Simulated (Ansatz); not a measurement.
Consider InAs in the zinc blende structure (space group F-43m, No. 216; a = 6.087 Å).

Level of theory: Kohn–Sham DFT with the PBEsol functional, run in Ansatz (a first-principles code) with PAW and 420 eV plane waves, spin-orbit coupling left out.

For the base:

* **Pressure**: 0.0 GPa
* **Band gap**: zero

The change: every lattice vector is stretched by 1.18 %, atoms relaxed at fixed cell.

Q: Predict the new pressure and band gap.

A: The pressure goes from zero to -1.8 GPa; the band gap remains zero.

A case with no gap was solved on a k-mesh chosen for an insulator, which is coarse for it. The cells carry an imposed strain or load. Stability against distortions was not tested. All final runs are without spin polarisation. The zero or small gap of InAs can change with the level of theory.
